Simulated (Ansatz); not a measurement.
# TaN under a change: x(Nb) = 0.667, 6 atoms, I4/mmm

Base system: TaN in the rock salt structure (space group Fm-3m, No. 225; a = 4.376 Å).

The other end (x = 1) is NbN in the rock salt structure (space group Fm-3m, No. 225): 10.50 Å³/atom, gap zero.

The change: a fraction x = 0.667 of the Ta sites is given to Nb, ordered in a cell of 6 atoms (starting symmetry I4/mmm) and fully relaxed.

Calculations: PBEsol (Ansatz, an electronic-structure program; PAW; 420 eV plane waves; no spin-orbit coupling). Γ-centred 20×20×20 mesh, Fermi–Dirac width 0.05 eV, for the changed cell.

The volume per atom goes up by 0.04 Å³, from 10.47 Å³ to 10.51 Å³ and the density drops by 4.69 g/cm³ (15.46 g/cm³ → 10.77 g/cm³). The shortest interatomic distance decreases by 0.0444 Å to 2.143 Å and the band gap is still zero. The mixing energy comes out as -0.01 eV/atom (to 0.01 eV only: unlike meshes or grids) and the deviation of the volume from the linear (Vegard-type) interpolation is +0.1 %. The mean first-shell distances amounts to Ta–N 2.174 Å (end compound 2.188 Å), Nb–N 2.201 Å (end compound 2.190 Å).

Cost of the whole job for the changed cell (relaxation, final SCF and bands): around 5 core-minutes (rough).

These are small ordered cells, not random alloys; other orderings at the same x differ. Whether these cells are dynamically stable was not tested. The final runs are not spin-polarised. This is not the structure that TaN has at room temperature and ambient pressure.
